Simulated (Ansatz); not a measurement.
Method: PBE (plane waves to 420 eV, PAW; Ansatz, a first-principles code).

Plane-averaged electrostatic potential energy along the normal, in eV from the Fermi level, for Co on the 1x1 (111) surface of fcc Pd, one in a 2x2 cell, started at the site 'hollow Pd-Pd-Pd over Pd at depth 4.5 Å':

```csv
z (Å),V (eV)
5.20,5.22
5.49,5.22
5.78,5.22
6.07,5.22
6.36,5.22
6.64,5.21
6.93,5.19
7.22,5.14
7.51,5.04
7.80,4.82
8.09,4.34
8.38,3.26
8.67,0.63
8.96,-5.76
9.24,-13.12
9.53,-17.70
9.82,-15.56
10.11,-8.81
10.40,-1.75
10.69,1.23
10.98,-0.47
11.27,-6.90
11.56,-14.06
11.84,-17.93
12.13,-15.10
12.42,-8.21
12.71,-1.39
13.00,1.05
13.29,-1.14
13.58,-7.84
13.87,-14.81
14.16,-17.96
14.44,-14.39
14.73,-7.31
15.02,-0.74
15.31,1.23
15.60,-1.21
15.89,-8.03
16.18,-14.98
16.47,-17.97
16.76,-14.27
17.04,-7.24
17.33,-1.09
17.62,0.25
17.91,-0.39
18.20,-0.68
18.49,0.02
18.78,1.60
19.07,2.93
19.36,3.42
19.64,3.63
19.93,3.74
20.22,3.79
20.51,3.82
20.80,3.83
21.09,3.84
21.38,3.85
21.67,3.85
21.96,3.85
22.24,3.85
22.53,3.85
```

Model: 17-atom slab, 6.8 Å thick at the start under the adsorbate (thin: gaps and levels are the slab's own), 6x6x1 mesh, Fermi-Dirac 0.1 eV, dipole correction, 8 atoms held, the rest relaxed; symmetry of the start imposed; spin-polarised, no spin-orbit, no U, no dispersion correction. At the end it is bonded to 3 Pd. In PBE it is, or lies within 0.03 eV of, the lowest of the starts that converged.

Task: The surface cell has an area of 26.94 Å². What dipole along the normal does the step between the two vacuum levels imply?

Result: the top vacuum level lies 1.37 eV below the bottom one; p = −ε₀ A ΔV (ε₀ = 0.005526 e/(V·Å)) gives 0.20 e·Å a cell.
